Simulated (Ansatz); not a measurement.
**SnSe2, pressure series**

Consider SnSe$_{2}$ in the CdI2 type structure (space group P-3m1, No. 164; layered, stacked along the Cartesian z axis).

```
CELL_PARAMETERS angstrom
      3.79364     0.00000     0.00000
     -1.89682     3.28539     0.00000
      0.00000     0.00000     5.74382
ATOMIC_POSITIONS crystal
  Sn 0.00000 0.00000 0.00000
  Se 0.33333 0.66667 0.27602
  Se 0.66667 0.33333 0.72398
```

Cell and atoms are relaxed at each pressure.

Calculations: plane-wave PAW DFT at the PBEsol-D3(BJ) level (Ansatz, a program for electronic structure, 420 eV), spin-orbit coupling left out.

Task: Only one of these has a band gap. Which?
A. pressure 5 GPa
B. pressure 7.5 GPa
C. pressure 0.7 GPa
D. pressure −1 GPa

Result: D, pressure −1 GPa. Computed: pressure 7.5 GPa: zero; pressure 0.7 GPa: zero; pressure 5 GPa: zero; pressure −1 GPa: 0.18 eV

A case with no gap was solved on a k-mesh chosen for an insulator, which is coarse for it. Load acts through the strain it causes; cell and atoms are relaxed under it. No phonon test of stability was made. No other phases were tried under pressure. The final runs are not spin-polarised. Gaps under 0.05 eV, about the width of the smearing, are given as zero. The zero or small gap of SnSe2 can change with the level of theory.
